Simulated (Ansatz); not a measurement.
The parent structure is ZnS in the zinc blende structure (space group F-43m, No. 216; a = 5.297 Å). Axes: x, y, z lie along the cube axes.

All numbers come from LDA in Ansatz (plane waves to 420 eV, PAW, no spin-orbit coupling).

Before the change:

| Item | Result |
|---|---|
| Volume per atom | 18.58 Å³ |
| Electron mass | 0.17 mₑ (at Γ) |
| Gap character | direct at Γ |
| Pressure | -0.01 GPa |

Now apply this change: tensile biaxial strain of 3.00 % in the plane normal to [001], as in epitaxy on a mismatched substrate; the out-of-plane cell vector and the atoms relax.

Task: How does this affect the volume per atom?

Result: The volume per atom increases by 0.39 Å³ (18.58 Å³ → 18.97 Å³).

Task: Estimate the effect on the electron mass.

Result: The electron mass becomes 0.16 mₑ (at Γ) (base: 0.17 mₑ (at Γ)).

Task: Estimate the effect on the energy relative to the base.

Result: The energy goes up by 9.9 meV/atom.

Task: Predict the new gap character.

Result: The gap character stays direct at Γ.

Task: How does this affect the pressure?

Result: The pressure (mean of the normal stresses, compression positive) falls by 1.846 GPa (-0.01 GPa → -1.85 GPa).

Effective masses come from finite differences of ±0.01 Å⁻¹. Whether these cells are dynamically stable was not tested. Labels are those of the standard path for the cell's own space group.

Ansatz is a quantum-chemistry and plane-wave program.
